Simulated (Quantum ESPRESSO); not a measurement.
Refining one setting for Sn2S3 (Pnma, 20 atoms in the cell)

```
CELL_PARAMETERS angstrom
      9.11779     0.00000     0.00000
      0.00000     3.76347     0.00000
      0.00000     0.00000    14.47365
ATOMIC_POSITIONS crystal
  Sn 0.34083 0.75000 0.55098
  Sn 0.65917 0.25000 0.44902
  Sn 0.15917 0.25000 0.05098
  Sn 0.84083 0.75000 0.94902
  Sn 0.96996 0.75000 0.33554
  Sn 0.03004 0.25000 0.66446
  Sn 0.53004 0.25000 0.83554
  Sn 0.46996 0.75000 0.16446
  S  0.47919 0.75000 0.39602
  S  0.52081 0.25000 0.60398
  S  0.02081 0.25000 0.89602
  S  0.97919 0.75000 0.10398
  S  0.83280 0.75000 0.50175
  S  0.16720 0.25000 0.49825
  S  0.66720 0.25000 0.00175
  S  0.33280 0.75000 0.99825
  S  0.21970 0.75000 0.70752
  S  0.78030 0.25000 0.29248
  S  0.28030 0.25000 0.20752
  S  0.71970 0.75000 0.79248
```

Computed with LDA (PZ), GBRV 1.5 ultrasoft (LDA) pseudopotentials (plane waves; Quantum ESPRESSO).

The starting cell comes from a database of computed structures (which also holds hypothetical and non-ambient phases and stackings), without a prior relaxation at this level. The shifted mesh does not hold Γ, so a gap read on it misses any band edge there.

Held fixed: ecutwfc = 40 Ry; occupations = fixed; potentials = {Sn: sn_lda_v1.4.uspp.F.UPF, S: s_lda_v1.4.uspp.F.UPF}; K_POINTS = automatic 3 6 2 1 1 1; nbnd = 96; conv_thr = 1e-10 Ry; mixing_beta = 0.3.

ΔF is the free energy per atom less that of the last row (320 Ry).

```csv
ecutrho,ΔF (meV/atom),pressure (GPa),largest force (eV/Å),gap on the mesh (eV),iterations
80 Ry,-47.3,-0.59,0.084,0.938,19
120 Ry,0.00,-2.61,0.087,0.934,20
160 Ry,0.01,-2.62,0.088,0.934,20
200 Ry,0.01,-2.62,0.088,0.934,20
240 Ry,0.02,-2.62,0.088,0.934,20
320 Ry,0.00,-2.62,0.088,0.934,20
```

Pressure within 1 GPa of the last row: from ecutrho = 120 Ry on; the one before it is off by 2.0 GPa. The value it settles on is -2.6 GPa at this level of theory and with the other settings as held.

Gap on the mesh within 0.05 eV of the last row: from ecutrho = 80 Ry on, the coarsest one. The value it settles on is 0.93 eV at this level of theory and with the other settings as held.

The gap is read on the k-point mesh of the run and can differ from the gap over the whole zone at this level.
